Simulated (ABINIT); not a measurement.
# Several settings converged on W (Im-3m, 1 atom in the cell)

```xyz
1
Lattice="-1.5721 1.5721 1.5721 1.5721 -1.5721 1.5721 1.5721 1.5721 -1.5721" Properties=species:S:1:pos:R:3 pbc="T T T"
W      0.0000     0.0000     0.0000
```

Base method: PBE, PAW (JTH v2.0 PBE PAW) (plane waves; ABINIT).

Base settings: pseudos = [W.GGA_PBE-JTH.xml]; ecut = 544 eV; pawecutdg = 1088 eV; pawxcdev = 0; ixc = 11; occopt = 3; tsmear = 0.00367493 Ha; ngkpt = 11 11 11; nshiftk = 1; shiftk = 0 0 0.

The count of work is k-points × plane waves × bands × iterations; it is no time. Core times come from one kind of shared machine, to one figure; runs under 30 s give none.

**The k-point mesh at a smearing width of 0.05 eV**

In this ladder: tsmear = 0.00183747 Ha.

The second cell is the first with its lattice scaled by 0.98.

Only quantities that move along the ladder and can be compared are tabulated.

```tsv
ngkpt	free energy less the last step's (meV/atom)	energy of the compressed cell less the first (meV/atom)	pressure (GPa)	count of work / last	core time / last (rough)
5 5 5	-49.69	140.64	12.27	0.011	–
6 6 6	-52.31	127.52	10.29	0.023	–
8 8 8	1.35	144.23	12.85	0.036	–
11 11 11	20.41	140.18	12.51	0.081	0.1
16 16 16	-4.35	138.09	12.01	0.21	0.2
19 19 19	-2.46	138.46	12.11	0.29	0.2
29 29 29	0.00	139.43	12.31	1.0	1
```

Coarsest ngkpt that holds the pressure within 1 GPa of the last step, with all finer ones: 8 8 8, at 0.036 of the last step's count of work; the step before is off by 2.0 GPa.

State of the energy of the compressed cell less the first at the end of the ladder: still drifting one way, by 1.3 meV/atom over the last two steps, so the last step is no safe reference.

State of the free energy at the end of the ladder: still drifting one way, by 4.4 meV/atom over the last two steps, so the last step is no safe reference.

**The width of Methfessel-Paxton smearing**

In this ladder: occopt = 6; ngkpt = 18 18 18.

Narrow widths need finer meshes than wide ones, so the last steps can hold mesh noise.

Only quantities that move along the ladder and can be compared are tabulated; pressure and forces are left out, as mesh noise rules them at narrow widths.

| tsmear | free energy less the last step's (meV/atom) | core time / last (rough) |
|---|---|---|
| 0.0367493 Ha | 6.50 | 1 |
| 0.0183747 Ha | -1.85 | 1 |
| 0.0110248 Ha | -1.33 | 1 |
| 0.00734986 Ha | -0.61 | 1 |
| 0.00367493 Ha | 0.00 | 1 |

Widest tsmear that holds the free energy within 5 meV/atom of the last step, with all finer ones: 0.0183747 Ha; the step before is off by 6.5 meV/atom.

On the base run: the starting cell has typed, rounded lattice constants, without a prior relaxation at this level. Its lattice was rescaled by up to half a per cent. Spin polarisation is off. In the base run, with a pressure of about 13 GPa the cell is away from its equilibrium volume at this level.

Left out of this page: 2 runs of the series outside the window shown, repeating another row's setting, or not comparable.
